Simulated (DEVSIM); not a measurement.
**abrupt CdTe n-p junction**

System: abrupt CdTe n-p junction, at 300 K.

```csv
layer (left to right),material,thickness (μm),Nd (cm⁻³),Na (cm⁻³),τn (s),τp (s)
1,CdTe,32.0,1.3e17,-,6.5e-8,1.9e-8
2,CdTe,15.0,-,2.2e14,6.5e-8,6.5e-8
```

Left contact: ohmic. Right contact: ohmic. Voltage is applied to the left contact. Recombination: SRH at mid-gap, radiative. Mobility is μmin + (μ − μmin)/(1 + (N/Nref)^α).

Constants are typed, rounded textbook-type inputs, not results; the design itself was drawn at random and stands for no fabricated device. Values at 300 K.

```tsv
parameter	CdTe
gap (eV)	1.5
affinity (eV)	4.28
permittivity	10.2
Nc (cm⁻³)	8e17
Nv (cm⁻³)	1.8e19
μn (cm²/Vs)	1000
μp (cm²/Vs)	80
μn,min	100
μp,min	10
Nref,n	1e17
Nref,p	1e17
αn	0.6
αp	0.6
B (cm³/s)	1e-10
```

Model (solved in DEVSIM): 1D drift-diffusion, Boltzmann statistics, complete ionisation; no tunnelling, impact ionisation, image-force lowering or self-heating.

```
Property                                            Value
---------------------------------------------  ----------
Potential step across the device at zero bias     1.161 V
Largest field in the device at zero bias       22000 V/cm
Dark forward voltage at 1 A/cm²                   1.060 V
Dark forward voltage at 100 A/cm²                 1.624 V
```

Small-signal capacitance in reverse bias (quasi-static):

```
V (V)  C (nF/cm²)
-----  ----------
0.04         3.82
0.1          3.72
0.2          3.56
0.3          3.43
0.4          3.31
0.6          3.10
0.8          2.92
1            2.78
1.3          2.59
1.6          2.44
2            2.27
```

Dark forward current:

(V (V), J (A/cm²)): (-0.05, -3.0e-11); (-0.15, -3.0e-10); (-0.25, -2.3e-9); (-0.35, -1.7e-8); (-0.45, -1.3e-7); (-0.55, -1.1e-6); (-0.65, -9.8e-6); (-0.75, -0.00014); (-0.85, -0.0037); (-0.95, -0.098); (-1.05, -0.85); (-1.15, -3.7); (-1.25, -11); (-1.35, -25); (-1.45, -48); (-1.55, -77); (-1.65, -110); (-1.75, -140); (-1.85, -170); (-1.95, -200)
